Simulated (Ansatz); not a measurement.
# CH3 on the 1x1 (0001) surface of hcp Ti, one in a 2x2 cell, started at the site 'hollow Ti-Ti-Ti'

The numbers are results of PBE (plane waves to 420 eV, PAW; Ansatz, a first-principles code), not measurements.

Slab: 20 atoms, 6.8 Å thick at the start under the adsorbate (thin: gaps and levels are the slab's own); k 6x6x1, smearing 0.1 eV, dipole-corrected; 8 atoms held, the rest relaxed; start symmetry kept, larger cells not searched; no spin, no spin-orbit, no U, no dispersion correction. At the end it is bonded to 3 Ti. In PBE it is, or lies within 0.03 eV of, the lowest of the starts that converged.

| Quantity | Value |
|---|---|
| adsorption energy against CH4(g) − ½ H2(g) | -0.28 eV |
| work function of the top face | 3.63 eV |
| change of the work function | -0.76 eV |
| change of the step from the bottom to the top vacuum level, against the clean slab | -0.75 eV |
| energy released by relaxation | 0.20 eV |
| height of the binding atom over the mean of the host atoms within 0.3 Å of the top one | 1.687 Å |
| nearest host atoms of the binding atom | Ti at 2.38 Å, Ti at 2.38 Å, Ti at 2.38 Å |
| largest move of a host atom | 0.06 Å |
| cost | roughly 4 core-minutes |

A negative adsorption energy means that the adsorbate is more stable on the surface than in its reference.
